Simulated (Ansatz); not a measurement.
Response to strain in WC

Consider WC (space group P-6m2, No. 187; a = 2.884 Å, c = 2.812 Å; relaxed with 0.1 eV smearing).

Strains are applied to the cell and any free atomic positions relax.

Method: LDA/PAW in Ansatz (a first-principles code), no SOC.

Notes on the quantities. pressure: mean of the normal stresses, compression positive.

```
isotropic strain (%)  pressure (GPa)
--------------------  --------------
-1.5                            21.2
-0.5                             6.6
0                                0.0
0.5                             -6.2
1                                  ?
1.5                            -17.3
2                              -22.3
2.5                            -26.9
3                              -31.2
```

Problem. Fit P = P₀ − Bδ + Cδ² with δ = (1 + ε)³ − 1 to the rows shown and predict the withheld row.

Solution. Least squares on the printed values gives P₀ = 0.1 GPa, B = 429 GPa (at held cell shape), C = 1010 GPa (largest residual 0.1 GPa); this predicts -12.0 GPa, and the run gives -11.9 GPa, in agreement.

Stability against distortions was not tested. All final runs are without spin polarisation.
